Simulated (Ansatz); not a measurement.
Functionals compared on a constructed model of the (100) surface of fcc Pd, a pseudomorphic layer of In in the host's stacking (bottom of the slab: a bare face, its two planes held), in Ansatz (plane waves, PAW). The structure was relaxed with PBE; the other rows are single points on it. Cutoff 420 eV (500 eV for r2SCAN).

Slab: 7 atoms, 12.0 Å thick at the start; k 13x13x1, smearing 0.1 eV, dipole-corrected; 2 atoms held, the rest relaxed; held to the start's symmetry, so lower structures may exist; no spin, no spin-orbit, no U. It is one candidate, not shown to be the stable structure of the face. These notes are the PBE run's.

```
functional  work function of the top face (eV)  rough cost of the single point
----------  ----------------------------------  ------------------------------
PBE                                       4.28                               –
RPBE                                      4.14         roughly 29 core-seconds
r2SCAN                                    4.38   very roughly 100 core-seconds
```

Ansatz is a program for electronic structure.
